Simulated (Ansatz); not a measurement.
**A computed series for Ge: response to strain**

The reference is Ge in the diamond structure (space group Fd-3m, No. 227; a = 5.7622 Å).

Strains are applied to the cell and any free atomic positions relax.

Method: Kohn–Sham DFT with the PBE functional, run in Ansatz (a program for electronic structure) with PAW and 420 eV plane waves, no spin-orbit coupling, earlier PAW set.

Computed cases, in order: isotropic strain −5.25 %; isotropic strain −4.93 %; isotropic strain −0.37 %; the unstrained base.

Q: Between which two neighbouring cases does the band gap open or close?

A: Between isotropic strain −4.93 % (0.41 eV) and isotropic strain −0.37 % (zero). The whole series: isotropic strain −5.25 %: 0.40 eV; isotropic strain −4.93 %: 0.41 eV; isotropic strain −0.37 %: zero; the unstrained base: zero.

Whether these cells are dynamically stable was not tested. A zero or small gap of Ge can be the functional's error rather than a property of the material.
